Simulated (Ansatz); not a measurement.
Lattice parameter a of MoGe (model structure, started from the FeSi type, P2₁3, No. 198, 8 atoms in the cell) at several levels of theory

No measured value is used here.

| level (code) | value (Å) |
|---|---|
| PBE (Ansatz) | ? |
| PBEsol (Ansatz) | 4.943 |
| PBE-D3(BJ) (Ansatz) | 4.945 |

Problem. What belongs in the gaps?

Solution. 
- PBE (Ansatz, a first-principles code), value (Å): 4.998

Ansatz's density-functional and Hartree–Fock values are scalar-relativistic unless marked +SOC, with PAW data made under PBE.

A model structure was made by putting elements into a prototype or built by hand; it is no filed structure, need not be a known phase, and can be a saddle point held by its symmetry.
